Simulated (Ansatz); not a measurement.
## HfN, response to strain

The parent structure is HfN in the rock salt structure (space group Fm-3m, No. 225; a = 4.468 Å; relaxed with 0.1 eV smearing).

Strains are applied to the cell and any free atomic positions relax.

Level of theory: Ansatz (a quantum-chemistry and plane-wave program), LDA, PAW, cutoff 420 eV, without spin-orbit coupling.

```tsv
isotropic strain (%)	pressure (GPa)
-3	33.4
-2	20.8
-1.5	15.0
-1	9.7
-0.5	?
0	0.0
1	-8.4
2	-15.8
3	-22.1
```

Fit P = P₀ − Bδ + Cδ² with δ = (1 + ε)³ − 1 to the rows shown and predict the withheld row.

Least squares on the printed values gives P₀ = 0.0 GPa, B = 310 GPa, C = 801 GPa (largest residual 0.3 GPa); this predicts 4.8 GPa, and the run gives 4.7 GPa, in agreement.

Stability against distortions was not tested. All final runs are without spin polarisation. An odd electron count without spin: HfN.
